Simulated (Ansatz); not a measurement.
Take BAs in the wurtzite structure (space group P6_3mc, No. 186; a = 3.3544 Å, c = 5.5538 Å; a cell from a computed database, its experimental status unchecked) as the base.

Perturbation: cell and atoms relaxed at a pressure of 0.7 GPa.

Levels (all Ansatz, a quantum-chemistry and plane-wave program, PAW): PBEsol (420 eV, no spin-orbit coupling); PBEsol+SOC (420 eV, noncollinear with spin-orbit coupling).

The geometry is relaxed with PBEsol.

* **PBEsol pressure**: 0.70 GPa
* **PBEsol valence-band top at Γ**: 0.00, 0.00, -0.39 eV
* **PBEsol lowest conduction level above the VBM at special points**: M 1.01 eV; K 1.18 eV; L 1.69 eV; Γ 2.18 eV

With PBEsol+SOC at the same geometry, the pressure is nearly the same (0.70 GPa against 0.69 GPa); the hole mass amounts to 0.52 mₑ along c, 0.24 mₑ across (at Γ); the valence-band top at Γ (three highest Kramers pairs, from the VBM) goes from 0.00, 0.00, -0.39 eV to 0.00, -0.12, -0.49 eV; the lowest conduction level above the VBM at special points changes from M 1.01 eV; K 1.18 eV; L 1.69 eV; Γ 2.18 eV to M 0.95 eV; K 1.11 eV; L 1.62 eV; Γ 2.11 eV.

Single points use the geometry relaxed with PBEsol. Differences between runs with and without spin-orbit coupling are approximate. The levels and masses belong to the bands next to the band gap. Load acts through the strain it causes; cell and atoms are relaxed under it. Masses are band curvatures over ±0.01 Å⁻¹ around the edge. Whether these cells are dynamically stable was not tested. This is not the structure that BAs has at room temperature and ambient pressure.
